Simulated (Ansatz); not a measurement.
CuAu: isotropic strain +1.00 %

Take CuAu (space group P4/mmm, No. 123; a = 2.813 Å, c = 3.593 Å; relaxed with 0.1 eV smearing) as the base.

Modification: the cell is scaled by 1.0100 in all directions; the atoms relax in the strained cell.

Level of theory: DFT with PBEsol, PAW potentials and a 420 eV plane-wave cutoff in Ansatz (a first-principles code), scalar-relativistic without spin-orbit coupling. Settings: 20×20×16 k-points, 0.1 eV Fermi–Dirac smearing.

```csv
quantity,base,changed,shift
volume per atom,14.21 Å³,14.64 Å³,+0.43 Å³
space group,P4/mmm (No. 123),P4/mmm (No. 123),–
shortest interatomic distance,2.680 Å,2.707 Å,+0.027 Å
energy relative to the base (free energy F),0 meV/atom,+6.5 meV/atom,+6.5 meV/atom
"pressure (mean of the normal stresses, compression positive)",0.0 GPa,-4.7 GPa,-4.7 GPa
band gap,zero,zero,–
```

Final structure:

```xyz
2
Lattice="2.8410 0.0000 0.0000 0.0000 2.8410 0.0000 0.0000 0.0000 3.6289" Properties=species:S:1:pos:R:3 pbc="T T T"
Cu     0.0000     0.0000     0.0000
Au     1.4205     1.4205     1.8144
```

Cost of the whole job for the changed cell (relaxation, final SCF and bands): around 50 core-seconds (rough).

Stability against distortions was not tested. All final runs are without spin polarisation.
